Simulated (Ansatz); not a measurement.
Li2MnO3 (C2/m, No. 12), treated with PBEsol in Ansatz (PAW).

Settings: plane-wave cutoff 500 eV, 10×10×8 k mesh (along the axes of the cell as run), Fermi–Dirac smearing 0.05 eV, spin-polarised with parallel moments, scalar-relativistic PAW data made under PBE.

Cell (relaxed at this level):

Li2MnO3 has the monoclinic space group C2/m (No. 12), Pearson symbol mS24. Lattice parameters: a = 4.897 Å, b = 8.470 Å, c = 4.984 Å, α = γ = 90.00°, β = 109.40°. Li1 on 2b sees 6 O at 2.038–2.050 Å (octahedral). Li2 on 2c sees 2 O at 1.994 Å and 4 O at 2.129 Å (octahedral). Li3 on 4h sees 6 O at 2.022–2.144 Å (octahedral). Mn on 4g is surrounded by 6 O at 1.892–1.905 Å (octahedral). O1 on 4i has 2 Mn at 1.905 Å and 4 Li at 1.994–2.090 Å (octahedral). O2 on 8j has 2 Mn at 1.892–1.898 Å and 4 Li at 2.022–2.144 Å (octahedral). (Neighbours: up to the widest gap in distance over summed covalent radii, below 1.35, at either atom; cation-cation and far metal-metal contacts left out.)
(The calculation used a cell of 12 atoms; values per cell refer to that cell.)

### Question
Predict the band gap.

### Answer

* **band gap**: 1.36 eV (on the SCF k mesh)

Note: the magnetic order was assumed, not searched for or taken from measurement; the relaxation could not lower the start's symmetry, so the cell can be a saddle point above a distorted one.

The result took around 27 core-minutes (rough).

Ansatz is a program for electronic structure.
